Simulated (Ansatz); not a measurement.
## CsCl-type TiCo

Calculation: HSE06-D3(BJ) (Ansatz, an electronic-structure program, plane waves, PAW).

Settings: plane-wave cutoff 460 eV, 10×10×10 k mesh, Fermi–Dirac smearing 0.05 eV, no spin polarisation, scalar-relativistic PAW data made under PBE.

Cell (relaxed at this level):

```xyz
2
Lattice="2.8922 0.0000 0.0000 0.0000 2.8922 0.0000 0.0000 0.0000 2.8922" Properties=species:S:1:pos:R:3 pbc="T T T"
Ti     0.0000     0.0000     0.0000
Co     1.4461     1.4461     1.4461
```

| Property | Result |
|---|---|
| bulk modulus | 226 GPa |

Measured, for comparison: bulk modulus 154 GPa (room temperature, not corrected to a static lattice; as tabulated in Yamada et al. (2019), arXiv:1910.09660). Computed (rounded) less measured: bulk modulus +47 %.

Note: the run has no spin polarisation, so it can have missed a magnetic state.
